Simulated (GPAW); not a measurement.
Input and output of a self-consistent single point for As (R-3m, 2 atoms in the cell) (GPAW).

Method of the run: LDA (Perdew-Wang 92), GPAW PAW datasets LDA (gpaw-data 1.0.1) (plane waves; GPAW).

```yaml
crystal:
  lattice:
    - [1.87741, 1.08392, 3.70434]
    - [-1.87741, 1.08392, 3.70434]
    - [0.00000, -2.16785, 3.70434]
  atoms:
    - { symbol: As, position: [0.22443, 0.22443, 0.22443] }
    - { symbol: As, position: [0.77557, 0.77557, 0.77557] }
```

Reference input (self-consistent single point, DFT PBE, plane waves, GPAW PAW datasets PBE (gpaw-data 1.0.1)): mode = pw; ecut = 600 eV; xc = PBE; kpts = 11 11 11; mesh shift (steps) = 0 0 0; occupations.name = fermi-dirac; occupations.width = 0.1 eV; nbands = -10; symmetry.symmorphic = false; symmetry.tolerance = 0.0005; maxiter = 150. This run's input differs from it in these lines:

```diff
@@ -13,3 +13,3 @@
 calc = GPAW(mode=PW(600),
-            xc='PBE',
+            xc='LDA',
             kpts=(11, 11, 11),
```

Its files differ too (potentials: GPAW PAW datasets LDA (gpaw-data 1.0.1)).

The program printed (abridged):

```
     iter     time        total  log10-change:
                         energy   eigst   dens
iter:   1 --:--:--   -10.755772
iter:   2 --:--:--   -10.752810   -2.98  -1.12
iter:   3 --:--:--   -10.716600   -3.08  -1.14
iter:   4 --:--:--   -10.716649   -4.55  -2.10
iter:   5 --:--:--   -10.715954c  -4.56  -2.19
iter:   6 --:--:--   -10.715931c  -6.74  -2.99
iter:   7 --:--:--   -10.715917c  -6.44  -3.02
iter:   8 --:--:--   -10.715918c  -7.61c -3.57
iter:   9 --:--:--   -10.715918c  -7.81c -3.80
iter:  10 --:--:--   -10.715918c  -8.71c -4.25c
Converged after 10 iterations.

Dipole moment: (-0.000000, -0.000000, -0.000000) |e|*Ang

Energy contributions relative to reference atoms: (reference = -122839.815648)

Kinetic:        +16.232817
Potential:      -16.332639
External:        +0.000000
XC:             -10.599723
Entropy (-ST):   -0.009513
Local:           -0.011616
SIC:             +0.000000
--------------------------
Free energy:    -10.720675
Extrapolated:   -10.715918

Showing only first 2 kpts
 Kpt  Band  Eigenvalues  Occupancy
  0     3      4.32038    2.00000
  0     4      4.32038    2.00000
  0     5      7.54429    0.00000
  0     6      8.87466    0.00000

  1     3      3.86102    2.00000
  1     4      4.00136    2.00000
  1     5      8.01923    0.00000
  1     6      8.28090    0.00000

Fermi level: 6.23012

No gap
No difference between direct/indirect transitions
Energy (eV): -10.715918

Forces in eV/Ang:
  0 As    0.00000   -0.00000    0.11291
  1 As    0.00000    0.00000   -0.11291

Stress tensor:
     0.015622    -0.000000    -0.000000
    -0.000000     0.015622     0.000000
    -0.000000     0.000000     0.020642
Stress (GPa, Voigt): [ 2.503   2.503   3.3072  0.     -0.     -0.    ]
```

The run converged in 10 iterations. GPAW prints stress with tension positive. Against the reference run the pressure goes from 1.95 to -2.77 GPa and the largest force goes from 0.299 to 0.113 eV/Å.

The starting cell comes from a database of computed structures (which also holds hypothetical and non-ambient phases and stackings), without a prior relaxation at this level.

Cost on one core of a shared machine: roughly 60 s.
